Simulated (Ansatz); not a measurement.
# SnO: axis ratio against pressure

SnO (litharge, P4/nmm, 16.203 Å³/atom and stress up to 0.01 GPa in the relaxed cell, c along z) under hydrostatic pressure, with the cell free. PBEsol-D3(BJ) in Ansatz, a plane-wave DFT program (PAW, default set), 420 eV, 12×12×10 Γ-centred mesh, Fermi-Dirac smearing 0.05 eV; ions are relaxed, or left where forces stay under 0.02 eV/Å, within the symmetry of each cell. Against the start cell, which lies near the measured one, the relaxed cell differs by -7.3 % in volume and -5.8 % in c; the values below rest on it.

Here P stands for pressure and y for c/a.

| pressure (GPa) | c/a |
|---|---|
| -1.0 | 1.223 |
| 0.0 | 1.209 |
| 0.3 | 1.206 |
| 0.7 | 1.202 |
| 1.5 | 1.195 |
| 3.0 | ? |

Taking a straight line for y over the 5 complete rows: Means: P 0.30000, y 1.2070. About the means, the sum of products is -0.037800 and the sum of squares of P is 3.3800; the slope is their ratio. Least squares gives y = 1.2104 - 0.01118·P. Residuals (row less fit): 0.0014, -0.0014, -0.0010, -0.0006, 0.0014; standard error 0.0016 (degrees of freedom: 3).

Problem. What does the fit predict for y at P = 3.0, and how far is the calculated value from it?

Solution. y = 1.2104 - 0.01118 × 3.0 = 1.1769. The calculation gives 1.184, 0.0071 above the prediction (18.2 % of the range of y in the table). The row lies outside the fitted rows, so this is an extrapolation. From the scatter of the fitted rows alone, a prediction at this place has a standard error of 0.0029, so the miss is 2.4 times that.

A polynomial of degree 2 through the 6 other runs of the series gives 1.193 there. This level leaves no gap over 0.05 eV at pressure -1.0, 0.0, 0.3, 0.7, 1.5, 3.0 GPa. Other structures, which can take over under pressure, weren't tried. Rows are the converged runs of the series near zero and its far end, less any whose ions stayed unrelaxed beside relaxed ones; series whose fitted rows scatter by over a few per cent of the range, as at a crossing or softening among them, aren't shown in this form. Most that stay on the fit to the last digits aren't either.
